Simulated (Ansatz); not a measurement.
```yaml
crystal:
  lattice:
    - [3.51204, 0.00000, 0.00000]
    - [1.75602, 3.04151, 0.00000]
    - [0.00000, 0.00000, 5.31897]
  atoms:
    - { symbol: Lu, position: [0.66667, 0.66667, 0.75000] }
    - { symbol: Lu, position: [0.33333, 0.33333, 0.25000] }
```

No spin polarisation.

All numbers come from PBEsol, PAW, 420 eV (Ansatz, an electronic-structure program; no spin-orbit coupling). k-mesh 19×19×11 (Γ-centred); smearing 0.1 eV (Fermi–Dirac).

Predict the mean in-plane stress (compression positive).

-2.2 GPa.

What is the computed space group?

P6_3/mmc (No. 194).

Estimate the band gap.

Zero.

The cells carry an imposed strain or load. No phonon test of stability was made. The cell was made from Lu in the hcp (Mg type) structure (space group P6_3/mmc, No. 194) by this change: biaxial strain +2.00 %, plane normal [001], relaxed out of plane.
